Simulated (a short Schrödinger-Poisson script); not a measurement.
Solved with a short Schrödinger-Poisson script written for these runs: 1D Poisson equation in equilibrium, electrons quantum, Hartree plus LDA exchange-correlation (BenDaniel-Duke, 40 states a valley, the channel's in-plane mass for all, wave functions free to enter the barrier), parabolic valleys, classical holes, donors ionised by Fermi statistics, acceptors fully, no traps, pinning or gate leakage.

Structure: gated Al0.2Ga0.8As/GaAs modulation-doped gas, at 77 K.

From the gate side: 8 nm Al0.2Ga0.8As; 20 nm Al0.2Ga0.8As, donors 7.1e17 cm⁻³; 20 nm Al0.2Ga0.8As; 6000 nm GaAs, acceptors 1e14 cm⁻³.

The device is made up for the run: typed textbook-type constants, with dimensions and the other settings drawn at random. Al0.2Ga0.8As: permittivity 12.33, conduction-band edge (eV) 0.158, gap (eV) 1.673, electron mass (mₑ) 0.0836, Nv at 300 K (cm⁻³) 9e18. GaAs: permittivity 12.9, conduction-band edge (eV) 0, gap (eV) 1.424, Nv at 300 K (cm⁻³) 9e18.

Channel valleys (confinement mass, in-plane density-of-states mass, number): Γ 0.067, 0.067, 1. At the gate the conduction-band edge of layer 1 lies 0.91 eV − eVg above the Fermi level of the channel; the field vanishes at the back. Donor level 0.006 eV below the band edge. The barrier under the gate holds no holes. Gaps are held at their typed values at every temperature. Mesh 0.08 nm at interfaces.

**Question.** Give the lowest subband against the Fermi level at Vg = 0.5 V (meV); the sheet density of all electrons at Vg = 0.5 V (cm⁻²); the centroid of the channel electrons at Vg = 0.5 V (nm).

**Answer.** lowest subband against the Fermi level at Vg = 0.5 V (meV): 2.9; sheet density of all electrons at Vg = 0.5 V (cm⁻²): 1.08e11; centroid of the channel electrons at Vg = 0.5 V (nm): 11.82.
